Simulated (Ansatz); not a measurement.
Au: biaxial strain −0.50 %, plane normal [001], relaxed out of plane

Start from Au in the fcc (Cu type) structure (space group Fm-3m, No. 225; a = 4.083 Å; relaxed with 0.1 eV smearing). Axes: x, y, z lie along the cube axes.

One thing is altered: compressive biaxial strain of 0.50 % in the plane normal to [001], as in epitaxy on a mismatched substrate; the out-of-plane cell vector and the atoms relax.

The values are results of Kohn–Sham DFT with the PBEsol functional, run in Ansatz (a program for electronic structure) with PAW and 420 eV plane waves, no spin-orbit coupling, not measurements. Settings: 28×28×28 k-points, 0.1 eV Fermi–Dirac smearing.

| quantity | base | changed | shift |
|---|---|---|---|
| volume per atom | 17.02 Å³ | 16.99 Å³ | -0.03 Å³ |
| shortest interatomic distance | 288.7 pm | 287.3 pm | -1.4 pm |
| energy relative to the base (free energy F) | 0 meV/atom | +0.2 meV/atom | +0.2 meV/atom |
| pressure (mean of the normal stresses, compression positive) | 0.0 GPa | 0.3 GPa | +0.3 GPa |
| band gap | zero | zero | – |
| out-of-plane strain | – | +0.84 % | – |

Whether these cells are dynamically stable was not tested.
